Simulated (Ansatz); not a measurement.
System: GePt (Pnma, No. 62). Method: r²SCAN (PAW; Ansatz, an electronic-structure program).

Settings: plane-wave cutoff 500 eV, 8×10×8 k mesh (along the axes of the cell as run), Fermi–Dirac smearing 0.05 eV, scalar-relativistic PAW data made under PBE.

Computed at the level's own relaxed cell.

Q: What does this level give for the volume per atom?

A: 
- volume per atom = 16.42 Å³/atom

The run finds no gap.

Spin–orbit coupling is not included.

Computed values are for the static lattice.

Cost on a shared machine: about 7 core-minutes (a rough figure).
